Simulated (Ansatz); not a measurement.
## Be, element substitutions

The parent structure is Be in the hcp (Mg type) structure (space group P6_3/mmc, No. 194; a = 2.257 Å, c = 3.553 Å).

Each row replaces one element on all its sites; cell and atoms are relaxed.

Level of theory: PBEsol, PAW, 420 eV (Ansatz, an electronic-structure program; no spin-orbit coupling).

Candidates:
(a) Be → Cu
(b) Be → Ba
(c) Be → Mg

For the base:

- Volume per atom: 7.84 Å³

Problem. Order them by volume per atom, highest first.

Solution. (b) Be → Ba (57.93 Å³), (c) Be → Mg (22.53 Å³), (a) Be → Cu (11.32 Å³)

Whether these cells are dynamically stable was not tested. As relaxed here, Ba is a hypothetical phase, not in the database extracts checked. For Cu in this form, whether it has been made was not checked. All final runs are without spin polarisation. This is not the structure that Cu has at room temperature and ambient pressure.
